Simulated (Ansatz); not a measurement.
A computed series for MgSe: response to strain

The reference is MgSe in the rock salt structure (space group Fm-3m, No. 225; a = 5.472 Å). Axes: x, y, z lie along the cube axes.

Strains are applied to the cell and any free atomic positions relax; under biaxial strain the out-of-plane vector relaxes too.

Level of theory: r2SCAN (Ansatz, an electronic-structure program), no spin-orbit coupling.

Notes on the quantities. in-plane stress: mean in-plane stress (compression positive); energy relative to the base: free energy F.

| case | in-plane stress | out-of-plane strain | energy relative to the base |
|---|---|---|---|
| base | – | – | 0 meV/atom |
| biaxial strain −3.00 %, plane normal [001], relaxed out of plane | +5.1 GPa | +1.88 % | +18 meV/atom |
| biaxial strain −2.50 %, plane normal [001], relaxed out of plane | [?] | [?] | [?] |
| biaxial strain −2.00 %, plane normal [001], relaxed out of plane | +3.2 GPa | +1.23 % | +7.7 meV/atom |
| biaxial strain −1.50 %, plane normal [001], relaxed out of plane | +2.3 GPa | +0.91 % | +4.2 meV/atom |
| biaxial strain −1.00 %, plane normal [001], relaxed out of plane | +1.5 GPa | +0.60 % | +1.8 meV/atom |
| biaxial strain −0.50 %, plane normal [001], relaxed out of plane | +0.7 GPa | +0.28 % | +0.4 meV/atom |

Question: Fill in the withheld entries from the trend.

Answer: 
- biaxial strain −2.50 %, plane normal [001], relaxed out of plane, in-plane stress: +4.1 GPa
- biaxial strain −2.50 %, plane normal [001], relaxed out of plane, out-of-plane strain: +1.55 %
- biaxial strain −2.50 %, plane normal [001], relaxed out of plane, energy relative to the base: +12 meV/atom

Whether these cells are dynamically stable was not tested.
